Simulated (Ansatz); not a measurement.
Consider the following.

```xyz
2
Lattice="0.0000 2.3309 2.3309 2.3309 0.0000 2.3309 2.3309 2.3309 0.0000" Properties=species:S:1:pos:R:3 pbc="T T T"
Zr     0.0000     0.0000     0.0000
C      2.3309     2.3309     2.3309
```

No spin polarisation.

Calculations: PBE (Ansatz, a quantum-chemistry and plane-wave program, PAW, no spin-orbit coupling). Settings: 21×21×21 k-points, 0.1 eV Fermi–Dirac smearing.

**Question.** Predict the space group and pressure.

**Answer.** The space group is Fm-3m (No. 225) and the pressure is 7.1 GPa.

The cells carry an imposed strain or load. No phonon test of stability was made. The final runs are not spin-polarised. The cell was made from ZrC in the rock salt structure (space group Fm-3m, No. 225) by this change: isotropic strain −1.00 %.
